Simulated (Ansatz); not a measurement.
The starting structures come from a database of crystals and need not be the phases stable at ambient conditions.

The decay constant κ of evanescent states in the gap governs leakage through a thin film.

Input:

```
CELL_PARAMETERS angstrom
      5.99506     0.00000     0.00000
     -2.27380     8.11303     0.00000
      0.00000     4.29376     4.04957
ATOMIC_POSITIONS crystal
  Fe 0.69740 0.69879 0.31828
  Fe 0.30260 0.30121 0.68172
  Fe 0.80260 0.30121 0.21586
  Fe 0.19740 0.69879 0.78414
  Sb 0.63041 0.85246 0.77958
  Sb 0.36959 0.14754 0.22042
  Sb 0.86959 0.14754 0.98450
  Sb 0.13041 0.85246 0.01550
  S  0.17083 0.35833 0.27899
  S  0.82917 0.64167 0.72101
  S  0.32917 0.64167 0.49565
  S  0.67083 0.35833 0.50435
```

Space group of this cell: P2_1/c. The cell is taken as given.

Transport runs along the normal of the first two printed cell vectors.

The gap is the functional's own, uncorrected, and κ follows it; spin-orbit coupling is left out. Mid-gap values are interpolated between the computed energies.

Question: Predict the band gap and the smallest decay constant κ at mid-gap from r2SCAN (Ansatz, a first-principles code).

Answer: Gap 0.84 eV on a 6×8×8 mesh; κ = 0.196 1/Å, at (0.333, 0.000) of the in-plane reciprocal vectors. At the zone centre, at the nearest computed energy, the slowest state has κ = 0.24 1/Å.
